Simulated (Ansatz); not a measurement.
System: cubic perovskite CsPbBr3 (cubic high-temperature phase). Method: PBEsol-D3(BJ) (Ansatz, an electronic-structure program, plane waves, PAW).

Settings: plane-wave cutoff 520 eV, 6×6×6 k mesh, Fermi–Dirac smearing 0.01 eV, scalar-relativistic PAW data made under PBE.

Computed at the level's own relaxed cell.

### Question
Give the computed equilibrium volume per atom, Γ–Γ gap, pressure derivative B′ of the bulk modulus, band gap and bulk modulus B0.

### Answer

* **equilibrium volume per atom**: 38.96 Å³/atom
* **Γ–Γ gap**: 4.99 eV
* **pressure derivative B′ of the bulk modulus**: 4.8
* **band gap**: 1.26 eV
* **bulk modulus B0**: 23.8 GPa

Note: the relaxation could not lower the start's symmetry, so the cell can be a saddle point above a distorted one.

Spin–orbit coupling is not included; with these elements it can move the gap by several tenths of an eV or more.

Computed values are for the static lattice.

It cost about 2.3 core-minutes (a rough figure) of CPU time.
